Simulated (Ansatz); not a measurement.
Take AlN in the wurtzite structure (space group P6_3mc, No. 186; a = 3.114 Å, c = 4.984 Å) as the base. Axes: x lies along a and z along c of the hexagonal cell.

Calculations: plane-wave PAW DFT at the PBEsol level (Ansatz, a quantum-chemistry and plane-wave program, 420 eV), no SOC.

For the base:

```
Quantity                            Result
-----------------------------  -----------
Shortest interatomic distance      1.892 Å
Gap character                  direct at Γ
Band gap                           4.09 eV
```

Now apply this change: compressive biaxial strain of 2.49 % in the plane normal to [001], as in epitaxy on a mismatched substrate; the out-of-plane cell vector and the atoms relax.

How does this affect the shortest interatomic distance, electron mass, gap character, band gap and out-of-plane strain?

The shortest interatomic distance decreases by 0.028 Å (1.892 Å → 1.864 Å); the electron mass amounts to 0.28 mₑ out of plane, 0.32 mₑ in plane (at Γ); the gap character is still direct at Γ; the band gap goes up by 0.363 eV, from 4.09 eV to 4.46 eV; the out-of-plane strain is +1.42 %.

Effective masses come from finite differences of ±0.01 Å⁻¹. No phonon test of stability was made.
